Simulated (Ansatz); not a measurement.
Output of an Ansatz run (abridged):

```
WARN ansatz: RAYON_NUM_THREADS=1 ignored (pool sized by the plan → 1); use --threads N
Pseudopotentials: kind: paw
Pseudopotential: Sc, paw, valence charge 11
Pseudopotential: V, paw, valence charge 13
Pseudopotential: Ga, paw, valence charge 13
Crystal: 7 atoms, lattice volume = 108.214 Å³
Basis set: ecut = 420 eV, 2121 PW (Γ), exchange–correlation on 72×72×72 points (8 copies of the dense FFT grid, shifted against one another)
Bands: 54, of which v1, the nominal top of the filled ones, is band 45 counted from 1 (44 counted from 0)
Symmetry: 8 space group operations
Space group: I4mm (ITA 107), of the structure as read, at distance tolerance 4.8e-5 Å
k-points: 30 of 216 (time reversal used)
PAW frozen core: Sc, regenerated for the run's functional, and the local potential with it
PAW frozen core: V, regenerated for the run's functional, and the local potential with it
PAW frozen core: Ga, regenerated for the run's functional, and the local potential with it
Initial density: superposition of atomic densities (neutral atoms: chi_scale 0, normalization atom), corrected by the library's trained network
Initial wavefunctions: pseudopotential atomic-orbital guess
Eigensolver: davidson
Functional: x = pbesol(κ = 0.804, μ = 0.12345679012345678), c = pbesol(β = 0.046)
SCF iter   1: F=—  HF=-22857.976088 eV  |F-HF|=—  |Δ(HF+E_count)|=         —  Δρ=8.41e-3  dr2=7.53e-2  ethr=1.77e-3  ⟨swp⟩=5.8  Hψ=5395  notcnv=0
all-band conjugate gradients solve this SCF's bands
preconditioner: auto → Kerker (q_TF=auto, 2.641 Å⁻¹)
SCF iter   2: F=—  HF=-22857.965971 eV  |F-HF|=—  |Δ(HF+E_count)|=   1.01e-2  Δρ=3.20e-3  dr2=1.20e-2  ethr=8.47e-5  ⟨swp⟩=2.6  Hψ=2809  notcnv=0  defer=80
SCF iter   3: F=—  HF=-22857.964831 eV  |F-HF|=—  |Δ(HF+E_count)|=   1.14e-3  Δρ=7.84e-4  dr2=4.61e-4  ethr=1.35e-5  ⟨swp⟩=2.0  Hψ=1772  notcnv=0  defer=80
SCF iter   4: F=—  HF=-22857.964706 eV  |F-HF|=—  |Δ(HF+E_count)|=   1.24e-4  Δρ=3.12e-4  dr2=7.74e-5  ethr=5.18e-7  ⟨swp⟩=2.0  Hψ=2284  notcnv=0  defer=80
SCF iter   5: F=—  HF=-22857.964718 eV  |F-HF|=—  |Δ(HF+E_count)|=   1.20e-5  Δρ=8.88e-5  dr2=1.02e-5  ethr=8.69e-8  ⟨swp⟩=2.1  Hψ=2445  notcnv=0  defer=80
SCF iter   6: F=—  HF=-22857.964717 eV  |F-HF|=—  |Δ(HF+E_count)|=   9.16e-7  Δρ=1.57e-5  dr2=3.88e-7  ethr=1.15e-8  ⟨swp⟩=2.0  Hψ=1902  notcnv=0  defer=80
SCF iter   7: F=-22857.964717 eV  HF=-22857.964717 eV  |F-HF|=2.43e-8  |Δ(HF+E_count)|=   6.29e-8  Δρ=4.53e-6  dr2=3.51e-8  ethr=1.12e-10  ⟨swp⟩=8.1  Hψ=6404  notcnv=0
SCF 1 converged in 7 iterations: F = -22857.964717 eV  dr2 = 3.51e-8
SCF converged after 7 iterations
Free energy (F): -22857.964717 eV
Harris-Foulkes:  -22857.964717 eV  (|F-HF|=2.43e-8)
Internal energy: -22857.942321 eV  (E = F + TS)
E sigma→0 (E₀):  -22857.953519 eV
Entropy (-TS):   -0.022396 eV (-3.199 meV/atom)
Fermi energy:    13.276838 eV
--- Per-component energies (eV) ---
  E_band       = -460.709484
  E_kinetic    = 1402.717749
  E_local      = -9476.729807  (includes V_loc(G=0)·N_el)
  E_nonlocal   = 1692.698385
  E_hartree    = 4380.830388
  E_xc         = -642.292107
  E_vxc        = -698.322773  (∫ρ·V_xc dr)
  E_paw        = -10895.344058  (= ΣΔE_a)
  E_vpaw       = -2142.740919  (= ΣTr[D̂ρ^β])
  E_aug_tail   = 0.000113  (compensation charges beyond the density's cutoff)
  E_ewald      = -9323.703277
  E_core_change = 3.880295  (= ΣΔE_core)
  E_smearing   = -0.022396  (= −TS)
  E_closure    = 0.000000  (closes the sum)
  Σ components = -22857.964717   (vs F -22857.964717, Δ=0.00e0)
--- Forces (eV/Å), atoms counted from 1 ---
  atom   1  Sc    -0.00000000     0.00000000    -0.17387823
  atom   2  V      0.00000000     0.00000000     0.04128387
  atom   3  V     -0.00000000    -0.00000000     0.04128387
  atom   4  Ga    -0.05372837    -0.05372837     0.02281484
  atom   5  Ga     0.05372837     0.05372837     0.02281484
  atom   6  Ga     0.05372837    -0.05372837     0.02281484
  atom   7  Ga    -0.05372837     0.05372837     0.02281484
  max |Σ_I F_I| component: 5.11e-5 eV/Å
--- Stress (GPa, compression-positive) ---
       -3.593649       0.000000      -0.000000
        0.000000      -3.593649       0.000000
       -0.000000      -0.000000      -3.143349
  P = ⅓ Tr σ = -3.4435 GPa (-34.435 kbar)
  The stress holds the Pulay correction. Without it, at fixed plane waves, as pw.x and ABINIT print it: P = -3.4909 GPa
--- Band table (eV; the first three rows and the last of 30) ---
  k-point 0: bands = ["-50.5007", "-50.4106", "-35.9452", "-24.6830", "-24.5076", "-24.5076", "-24.4297", "-24.4297", "-24.0398", "-14.7383", "-14.6765", "-14.6765", "-1.5578", "-1.5227", "-1.4957", "-1.4902", "-1.4219", "-1.4219", "-1.4206", [...]
  k-point 1: bands = ["-50.5007", "-50.4106", "-35.9452", "-24.6832", "-24.5083", "-24.5075", "-24.4297", "-24.4296", "-24.0398", "-14.7383", "-14.6773", "-14.6765", "-1.5487", "-1.5174", "-1.4902", "-1.4780", "-1.4349", "-1.4185", "-1.4173", [...]
  k-point 2: bands = ["-50.5007", "-50.4106", "-35.9452", "-24.6836", "-24.5097", "-24.5074", "-24.4298", "-24.4294", "-24.0399", "-14.7383", "-14.6790", "-14.6765", "-1.5294", "-1.5055", "-1.4861", "-1.4524", "-1.4483", "-1.4112", "-1.4093", [...]
  k-point 29: bands = ["-50.5006", "-50.4106", "-35.9451", "-24.6844", "-24.5104", "-24.5104", "-24.4294", "-24.4294", "-24.0401", "-14.7387", "-14.6791", "-14.6791", "-1.5338", "-1.5030", "-1.4976", "-1.4976", "-1.4201", "-1.4201", "-1.4032", [...]
```

The structure:

```xyz
7
Lattice="-3.2368 3.2368 2.5821 3.2368 -3.2368 2.5821 3.2368 3.2368 -2.5821" Properties=species:S:1:pos:R:3 pbc="T T T"
Sc     0.0000     0.0000     0.0500
V      0.0000     3.2368     1.2911
V      3.2368     0.0000     1.2911
Ga     1.9477     1.9477     0.0000
Ga     1.2891     1.2891     2.5821
Ga     1.2891    -1.2891     2.5821
Ga    -1.2891     1.2891     2.5821
```

Reconstruct the input of this run.

Other spellings and defaults could give the same log, and not every line can be read from it. The input that was run (DFT, PBEsol, plane waves, default PAW files made with PBE):

Ansatz 0.2 input:
```yaml
# Sc(VGa2)2
crystal:
  lattice:
    - [-3.23684600, 3.23684600, 2.58213800]
    - [3.23684600, -3.23684600, 2.58213800]
    - [3.23684600, 3.23684600, -2.58213800]
  atoms:
    - { symbol: Sc, position: [0.00968200, 0.00968200, 0.00000000] }
    - { symbol: V, position: [0.75000000, 0.25000000, 0.50000000] }
    - { symbol: V, position: [0.25000000, 0.75000000, 0.50000000] }
    - { symbol: Ga, position: [0.30087000, 0.30087000, 0.60174000] }
    - { symbol: Ga, position: [0.69913000, 0.69913000, 0.39826000] }
    - { symbol: Ga, position: [0.30087000, 0.69913000, 0.00000000] }
    - { symbol: Ga, position: [0.69913000, 0.30087000, 0.00000000] }
basis:
  ecutwfc: 420.0 eV
kpoints:
  mp_grid:
    grid: [6, 6, 6]
hamiltonian:
  xc: pbesol
  pseudopotentials:
    kind: paw
scf:
  occupations:
    method: gaussian
    width: 0.1 eV
output:
  forces: true
  eigenvalues: true
  stress: true
```

The starting cell comes from a database of computed structures (which also holds hypothetical and non-ambient phases and stackings), without a prior relaxation at this level. Its lattice was rescaled by up to half a per cent. One atom was moved a little off its site on purpose. Spin polarisation is off. With a pressure of about -3 GPa the cell is away from its equilibrium volume at this level. Ansatz's pressure includes its estimate of the finite-basis (Pulay) stress.

Ansatz is an electronic-structure program.
